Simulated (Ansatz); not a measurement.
The reference is Al in the fcc (Cu type) structure (space group Fm-3m, No. 225; a = 4.0155 Å; relaxed with 0.1 eV smearing). Axes: x, y, z lie along the cube axes.

Computed with PBEsol, PAW, 420 eV (Ansatz, an electronic-structure program; spin-orbit coupling left out).

Perturbation: tensile biaxial strain of 1.00 % in the plane normal to [001], as in epitaxy on a mismatched substrate; the out-of-plane cell vector and the atoms relax.

### Question
How does this affect the in-plane stress?

### Answer
The mean in-plane stress (compression positive) is -1.0 GPa.

### Question
Predict the new out-of-plane strain.

### Answer
The out-of-plane strain amounts to -1.13 %.

### Question
How does this affect the energy relative to the base?

### Answer
The energy goes up by 1.0 meV/atom.

Stability against distortions was not tested.
